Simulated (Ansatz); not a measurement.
C (P6_3/mmc), r2SCAN, rigid bands run with Ansatz (a quantum-chemistry and plane-wave program): Condition of this run: biaxial stress in the c plane of -44 GPa (compression positive) (the target of the relaxation). band gap 3.84 eV, N_c = 1.38e19 cm⁻³ and N_v = 1.82e19 cm⁻³ at 300 K, conductivity masses along z (a = (2.60, 0.00, 0.00) Å; b = (-1.30, 2.25, 0.00) Å; c = (0.00, 0.00, 4.16) Å) of 0.272 mₑ (electrons) and 0.583 mₑ (holes). Take k_BT = 0.02585 eV.

Task: What thermal injection velocity √(2k_BT/πm) limits a ballistic channel along the direction named?

Result: 1.03e7 cm/s for electrons and 7.05e6 cm/s for holes, a ratio of √(m_h/m_e) = 1.46, for dilute carriers.

Task: What built-in voltage has an abrupt junction with N_A = 1e16 and N_D = 1e17 cm⁻³, all dopants ionised?

Result: V_bi = E_g/e − (k_BT/e) ln(N_c N_v/(N_A N_D)) = 3.84 − 0.02585 × 12.43 = 3.52 V. It follows the computed gap one for one.

Task: Find the intrinsic carrier density and the intrinsic Fermi level.

Result: n_i = √(N_c N_v) exp(−E_g/2k_BT) = 1.58e19 × exp(−74.27) = 8.8e-14 cm⁻³. The level lies (k_BT/2) ln(N_v/N_c) = 4 meV from mid-gap (positive towards the conduction band). Each 0.1 eV added to the gap lowers n_i by a factor of 6.9.

Rigid, parabolic bands with the computed gap; masses take one relaxation time for all states. Spin-orbit coupling is left out. Geometry: cell and atoms relaxed with PBEsol.
